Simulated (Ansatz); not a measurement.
# Tl: stress against strain

Tl (hcp, P6_3/mmc, 31.476 Å³/atom at rest, c along z) under an equal strain ε in the (0001) plane with the normal axis free, as in a coherent film. PBE in Ansatz, a plane-wave DFT program (PAW, default set), 420 eV, 18×18×11 Γ-centred mesh, Fermi-Dirac smearing 0.10 eV; ions are relaxed within the symmetry of each cell. Stress is positive for a compressed cell.

Here s stands for strain and y for stress xx.

```csv
strain (%),stress xx (GPa)
-3.00,?
-1.50,0.45
-1.00,0.30
-0.50,0.15
0.00,0.00
0.50,-0.17
1.00,-0.34
1.50,-0.51
```

Taking a straight line for y over the 7 complete rows: Means: s 0, y -0.017. About the means, the sum of products is -2.2400 and the sum of squares of s is 7.0000; the slope is their ratio. Least squares gives y = -0.017 - 0.3200·s. Residuals (row less fit): -0.013, -0.003, 0.007, 0.017, 0.007, -0.003, -0.013; standard error 0.012 (degrees of freedom: 5). The slope gives the biaxial elastic modulus of this plane = 32 ± 0.5 GPa.

Predict the withheld y at s = -3.00 from the fit, and compare with the calculation.

y = -0.017 - 0.3200 × (-3.0) = 0.943 GPa. The calculation gives 1.03 GPa, 0.087 GPa above the prediction (5.6 % of the range of y in the table). The row lies outside the fitted rows, so this is an extrapolation. From the scatter of the fitted rows alone, a prediction at this place has a standard error of 0.019 GPa, so the miss is 4.6 times that.

One order more doesn't follow all runs of the series either: the slope changes along it. In a metal these values are sensitive to mesh and smearing; energies are taken to zero smearing, stresses follow the free energy. Rows are the converged runs of the series near zero and its far end; series whose fitted rows scatter by over a few per cent of the range, as at a crossing or softening among them, aren't shown in this form. Most that stay on the fit to the last digits aren't either.
